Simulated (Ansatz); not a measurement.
Au on the 1x1 (111) surface of fcc Pd, one in a 2x2 cell, energies for each (26.9 Å²). Energies are against an atom of fcc Au, without zero-point or thermal terms; each row is named by its start.

Computed with PBE (plane waves to 420 eV, PAW; Ansatz, a first-principles code).

Set-up: 17 atoms, 6.8 Å thick at the start under the adsorbate (thin: gaps and levels are the slab's own); mesh 6x6x1; 0.1 eV smearing; dipole correction on; 8 atoms held, the rest relaxed; each run with such symmetry as its start has; no spin, no spin-orbit, no U, no dispersion correction.

A negative adsorption energy means that the adsorbate is more stable on the surface than in its reference. Starts that drift may end in the same place. Heights count from the host atoms within 0.3 Å of the top one.

| starting site | E_ads (eV) | height (Å) | nearest host atom (Å) | bonded to | Δ work function (eV) | lateral drift (Å) |
|---|---|---|---|---|---|---|
| top Pd | 1.05 | 2.35 | Pd 2.51 | Pd | -0.33 | 0.0 |
| hollow Pd-Pd-Pd over Pd at depth 2.3 Å | 0.43 | 2.13 | Pd 2.69 | 3 Pd | -0.47 | 0.0 |
| hollow Pd-Pd-Pd over Pd at depth 4.5 Å | 0.38 | 2.11 | Pd 2.68 | 3 Pd | -0.51 | 0.0 |
| bridge Pd-Pd (span 2.8 Å) | 0.38 | 2.11 | Pd 2.68 | 3 Pd | -0.51 | 0.8 |
